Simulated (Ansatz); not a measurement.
We consider BP (model structure, started from the NiAs type, P6₃/mmc, No. 194, 4 atoms in the cell), described by PBEsol (plane waves, PAW; Ansatz, an electronic-structure program).

Run with plane-wave cutoff 520 eV, 24×24×12 k mesh (along the axes of the cell as run), Fermi–Dirac smearing 0.05 eV, scalar-relativistic PAW data made under PBE.

Cell (relaxed at this level):

```
CELL_PARAMETERS angstrom
      3.03962     0.00000     0.00000
     -1.51981     2.63239     0.00000
      0.00000     0.00000     5.05300
ATOMIC_POSITIONS crystal
  B  0.00000 0.00000 0.00000
  B  0.00000 0.00000 0.50000
  P  0.33333 0.66667 0.25000
  P  0.66667 0.33333 0.75000
```

Q: Estimate the bulk modulus that the calculation returns.

A: 
- bulk modulus: 166 GPa

The run finds no gap.

Note: the bulk modulus is −V dP/dV from two relaxed cells at ±2 % in volume; the relaxation could raise the start's symmetry but not lower it, so the cell can be a saddle point.

Computed values are for the static lattice.

It cost very roughly 120 core-seconds of CPU time.

A model structure was made by putting elements into a prototype or built by hand; it is no filed structure, need not be a known phase, and can be a saddle point held by its symmetry.
